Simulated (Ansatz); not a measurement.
Here is the system:

End structure of the (210) surface of fcc Ca in its 1x1 cell, outermost plane spacing 1.24 Å in the ideal cut:

```xyz
9
Lattice="5.5300 0.0000 0.0000 -2.7650 6.1827 0.0000 0.0000 0.0000 26.0000" Properties=species:S:1:pos:R:3 pbc="T T T"
Ca    -0.0001     3.6001     8.1722
Ca     2.7651     1.1798     9.3800
Ca     2.7651     4.9285    10.5111
Ca     0.0000     2.4867    11.7646
Ca     2.7650     0.0000    13.0000
Ca     2.7650     3.6960    14.2354
Ca    -0.0001     1.2542    15.4889
Ca    -0.0001     5.0030    16.6200
Ca     2.7651     2.5827    17.8278
```

Slab: 9 atoms, 9.9 Å thick at the start (thin: gaps and levels are the slab's own); k 8x6x1, smearing 0.1 eV, dipole-corrected; all atoms relaxed; held to the part of the start's symmetry that mesh and held atoms allow; no spin, no spin-orbit, no U.

Q: Predict the work function of the top face from PBE run with Ansatz (an electronic-structure program).

A: 2.70 eV

Q: What is the computed surface energy (mean of both faces) (PBE)?

A: 0.56 J/m²
